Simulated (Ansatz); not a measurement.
Take ZrO$_{2}$ in the fluorite structure (space group Fm-3m, No. 225; a = 5.0893 Å) as the base.

All numbers come from Ansatz (a quantum-chemistry and plane-wave program) r2SCAN, no SOC.

For the base:

- Gap between the host's bands: 3.89 eV

It is then changed as follows: 0.165 electrons added to each cell, a density of 5.0×10^21 cm⁻³, with a uniform compensating background at fixed cell and a 300 K Fermi–Dirac width.

What does the calculation give for the gap between the host's bands and Fermi level from band edge after the change?

The gap between the host's bands grows by 0.09 eV (3.89 eV → 3.98 eV); the Fermi level relative to the doped band's edge (positive inside the band; to 0.05 eV) comes out as +0.40 eV.

Carriers are added with a uniform compensating background; total energy and stress of such cells depend on the potential's zero and are not compared; many-body gap narrowing is missing at this level. No phonon test of stability was made. This is not the structure that ZrO2 has at room temperature and ambient pressure.
